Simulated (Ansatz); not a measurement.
```
CELL_PARAMETERS angstrom
      3.48686     0.00000     0.00000
      0.00000     3.48686     0.00000
      0.00000     0.00000     5.06842
ATOMIC_POSITIONS crystal
  Hf 0.50000 0.50000 0.50000
  Hf 0.00000 0.00000 0.00000
  O  0.00000 0.50000 0.69721
  O  0.00000 0.50000 0.19721
  O  0.50000 0.00000 0.80279
  O  0.50000 0.00000 0.30279
```

Space group of this cell: P4_2/nmc. The cell is strained (all lengths scaled by 0.98); by r2SCAN its mean pressure is 23.2 GPa.

Transport runs along the normal of the first two printed cell vectors, the (001) plane of the conventional cell.

No gap correction and no spin-orbit coupling; mid-gap values are interpolated between computed energies.

### Question
Predict the band gap and the smallest decay constant κ at mid-gap from r2SCAN in Ansatz (a quantum-chemistry and plane-wave program).

### Answer
Gap 5.53 eV on a 10×10×6 mesh; κ = 0.393 1/Å, at the zone centre.
